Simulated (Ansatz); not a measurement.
Input:

```
CELL_PARAMETERS angstrom
      0.00000     4.93124     4.93124
      4.93124     0.00000     4.93124
      4.93124     4.93124     0.00000
ATOMIC_POSITIONS crystal
  Li 0.75000 0.75000 0.75000
  Li 0.25000 0.25000 0.25000
  Li 0.50000 0.50000 0.50000
  In 0.00000 0.00000 0.00000
  Cl 0.74827 0.25173 0.25173
  Cl 0.25173 0.74827 0.74827
  Cl 0.25173 0.74827 0.25173
  Cl 0.74827 0.25173 0.74827
  Cl 0.25173 0.25173 0.74827
  Cl 0.74827 0.74827 0.25173
```

Computed with PBEsol, rigid bands (plane waves, PAW, scalar-relativistic; Ansatz, a quantum-chemistry and plane-wave program). Cell: cell and atoms relaxed with PBEsol.

Task: Predict the electron conductivity mass (n e² τ/σ) at 300 K, by direction if it differs.

Result: 0.53 mₑ.

Task: And the band gap?

Result: 3.00 eV at this level; semilocal functionals usually fall short of the measured gap.

Rigid bands, one relaxation time for all states, no polarons. Spin-orbit coupling is left out; where it splits the top of the valence band it changes the hole mass and lowers the gap by about a third of the splitting.

Computed structure with no diffraction record at hand here (it may be known, metastable or hypothetical): Li3InCl6 (Fm-3m).
